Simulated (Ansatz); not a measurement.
Worked example: self-consistent single point of ZnPt (P4mm, 2 atoms in the cell) in Ansatz (an electronic-structure program).

Computed with PBEsol, default PAW files made with PBE (plane waves; Ansatz).

```yaml
crystal:
  lattice:
    - [2.84231, 0.00000, 0.00000]
    - [0.00000, 2.84231, 0.00000]
    - [0.00000, 0.00000, 3.48408]
  atoms:
    - { symbol: Zn, position: [0.50000, 0.50000, 0.51435] }
    - { symbol: Pt, position: [0.00000, 0.00000, 0.00000] }
```

Reference input (self-consistent single point, DFT, PBEsol, plane waves, default PAW files made with PBE): basis.ecutwfc = 30.9 Ry; kpoints.mp_grid.grid = 12 12 10; hamiltonian.xc = pbesol; hamiltonian.pseudopotentials = {kind: paw} (the program's default PAW files); scf.occupations.method = fermi_dirac; scf.occupations.width = 0.0073 Ry. This run's input differs from it in these lines:

Ansatz 0.2 input:
```diff
@@ -13,3 +13,3 @@
   mp_grid:
-    grid: [12, 12, 10]
+    grid: [20, 20, 16]
 hamiltonian:
@@ -20,4 +20,4 @@
   occupations:
-    method: fermi_dirac
-    width: 0.0073 Ry
+    method: cold
+    width: 0.0015 Ry
 output:
```

Log, with long lists cut:

```
SCF iter   1: F=—  HF=-15665.861700 eV  |F-HF|=—  |Δ(HF+E_count)|=         —  Δρ=9.23e-3  dr2=2.46e-2  ethr=1.77e-3  ⟨swp⟩=5.3  Hψ=49189  notcnv=0
all-band conjugate gradients solve this SCF's bands
preconditioner: auto → none
SCF iter   2: F=—  HF=-15665.856555 eV  |F-HF|=—  |Δ(HF+E_count)|=   5.14e-3  S|Δr|=    0.00e0  Δρ=2.29e-3  dr2=1.34e-3  ethr=8.19e-5  ⟨swp⟩=2.9  Hψ=24478  notcnv=0  defer=91
SCF iter   3: F=—  HF=-15665.856277 eV  |F-HF|=—  |Δ(HF+E_count)|=   2.78e-4  S|Δr|=    0.00e0  Δρ=9.95e-4  dr2=1.23e-4  ethr=4.45e-6  ⟨swp⟩=2.0  Hψ=19467  notcnv=0  defer=91
SCF iter   4: F=—  HF=-15665.856234 eV  |F-HF|=—  |Δ(HF+E_count)|=   4.24e-5  S|Δr|=    0.00e0  Δρ=2.76e-4  dr2=9.27e-6  ethr=4.10e-7  ⟨swp⟩=2.0  Hψ=15308  notcnv=0  defer=91
SCF iter   5: F=—  HF=-15665.856211 eV  |F-HF|=—  |Δ(HF+E_count)|=   2.29e-5  S|Δr|=    0.00e0  Δρ=3.74e-5  dr2=1.19e-7  ethr=3.09e-8  ⟨swp⟩=2.2  Hψ=19523  notcnv=0  defer=91
SCF iter   6: F=-15665.856211 eV  HF=-15665.856211 eV  |F-HF|=1.49e-8  |Δ(HF+E_count)|=   1.66e-7  S|Δr|=    0.00e0  Δρ=6.95e-6  dr2=1.96e-8  ethr=3.33e-10  ⟨swp⟩=4.8  Hψ=43679  notcnv=0
SCF 1 converged in 6 iterations: F = -15665.856211 eV  dr2 = 1.96e-8
Stability not checked (fill_not_monotonic)
Free energy (F): -15665.856211 eV
Internal energy: -15665.856198 eV  (E = F + TS)
E sigma→0 (E₀):  -15665.856207 eV
Entropy (-TS):   -0.000013 eV (-0.007 meV/atom)
Fermi energy:    18.293221 eV
--- Forces (eV/Å), atoms counted from 1 ---
  atom   1  Zn    -0.00000000     0.00000000    -0.36562515
  atom   2  Pt     0.00000000     0.00000000     0.36579073
--- Stress (GPa, compression-positive) ---
       -1.433647       0.000000       0.000000
        0.000000      -1.433647       0.000000
        0.000000       0.000000      -1.510809
  P = ⅓ Tr σ = -1.4594 GPa (-14.594 kbar)
  The stress holds the Pulay correction. Without it, at fixed plane waves, as pw.x and ABINIT print it: P = -1.5733 GPa
```

The run converged in 6 iterations. Against the reference run the free energy goes up by 2.9 meV/atom, the pressure hardly changes (-1.38 to -1.46 GPa) and the largest force hardly changes (0.363 to 0.366 eV/Å).

The starting cell comes from a database of computed structures (which also holds hypothetical and non-ambient phases and stackings), without a prior relaxation at this level. Its lattice was rescaled by up to half a per cent. One atom was moved a little off its site on purpose. Spin polarisation is off. Ansatz's pressure includes its estimate of the finite-basis (Pulay) stress.
